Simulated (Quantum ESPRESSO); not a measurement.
Input and output of a self-consistent single point for Cr (Im-3m, 2 atoms in the cell) (Quantum ESPRESSO).

Computed with PBE-D3(BJ) with three-body term, PSlibrary PAW (PBE) pseudopotentials (plane waves; Quantum ESPRESSO).

```yaml
crystal:
  lattice:
    - [3.00423, 0.00000, 0.00000]
    - [0.00000, 3.00423, 0.00000]
    - [0.00000, 0.00000, 3.00423]
  atoms:
    - { symbol: Cr, position: [0.00000, 0.00000, 0.00000], spin: 3.0 }
    - { symbol: Cr, position: [0.50000, 0.50000, 0.50000], spin: 3.0 }
```
(The spins are starting values, not results.)

Reference input (self-consistent single point, DFT, PBE, plane waves, PSlibrary PAW (PBE) pseudopotentials): ecutwfc = 55 Ry; ecutrho = 495 Ry; occupations = smearing; smearing = marzari-vanderbilt; degauss = 0.0036749 Ry; nspin = 2; potentials = {Cr: Cr.pbe-spn-kjpaw_psl.1.0.0.UPF}; K_POINTS = automatic 14 14 14 1 1 1; conv_thr = 1e-11 Ry; mixing_beta = 0.4. This run's input differs from it in these lines:

```diff
@@ -19,2 +19,5 @@
    starting_magnetization(1) = 0.214
+   vdw_corr = 'grimme-d3'
+   dftd3_version = 4
+   dftd3_threebody = .true.
 /
```

Output (repeated stretches shortened):

```
     Self-consistent Calculation

     iteration #  1     ecut=    55.00 Ry     beta= 0.40

     Threshold (ethr) on eigenvalues was too large:
     Diagonalizing with lowered threshold

     total energy              =    -496.32484265 Ry
     estimated scf accuracy    <       0.21987079 Ry

     total magnetization       =     2.85 Bohr mag/cell
     absolute magnetization    =     2.85 Bohr mag/cell

     iteration #  2     ecut=    55.00 Ry     beta= 0.40

     total energy              =    -496.38101943 Ry
     estimated scf accuracy    <       0.05504390 Ry

     total magnetization       =     2.58 Bohr mag/cell
   [... lines left out ...]
     absolute magnetization    =     1.67 Bohr mag/cell

   [... 25 blocks of this kind left out ...]

     iteration # 29     ecut=    55.00 Ry     beta= 0.40

     total energy              =    -496.46016594 Ry
     estimated scf accuracy    <          4.6E-11 Ry

     total magnetization       =     0.00 Bohr mag/cell
     absolute magnetization    =     0.00 Bohr mag/cell

     iteration # 30     ecut=    55.00 Ry     beta= 0.40

     Magnetic moment per site  (integrated on atomic sphere of radius R)
     atom   1 (R=0.357)  charge= 12.3349  magn=  0.0000
     atom   2 (R=0.357)  charge= 12.3351  magn=  0.0000
     End of self-consistent calculation

     Number of k-points >= 100: set verbosity='high' to print the bands.

     the Fermi energy is    16.1526 ev

!    total energy              =    -496.46016594 Ry
     estimated scf accuracy    <          3.9E-12 Ry
     smearing contrib. (-TS)   =      -0.00005248 Ry
     internal energy E=F+TS    =    -496.46011346 Ry

     DFT-D3 Dispersion         =      -0.05589239 Ry

     total magnetization       =     0.00 Bohr mag/cell
     absolute magnetization    =     0.00 Bohr mag/cell

     convergence has been achieved in  30 iterations

     Forces acting on atoms (cartesian axes, Ry/au):

     atom    1 type  1   force =     0.00000000    0.00000000    0.00000000
     atom    2 type  1   force =     0.00000000    0.00000000    0.00000000

     Total force =     0.000000     Total SCF correction =     0.000000

          total   stress  (Ry/bohr**3)                   (kbar)     P=     -342.32
  -0.00232706   0.00000000   0.00000000         -342.32        0.00        0.00
   0.00000000  -0.00232706   0.00000000            0.00     -342.32        0.00
   0.00000000   0.00000000  -0.00232706            0.00        0.00     -342.32

   JOB DONE.
```

The run converged in 30 iterations. Against the reference run the pressure goes from -29.96 to -34.23 GPa.

The starting cell comes from a database of computed structures (which also holds hypothetical and non-ambient phases and stackings), without a prior relaxation at this level. Its lattice was rescaled by a random factor within 2.5 % of one. The starting moments vanished: the run ended non-magnetic, which need not be the lowest state. With a pressure of about -34 GPa the cell is away from its equilibrium volume at this level.

Cost on one core of a shared machine: roughly 2 min.
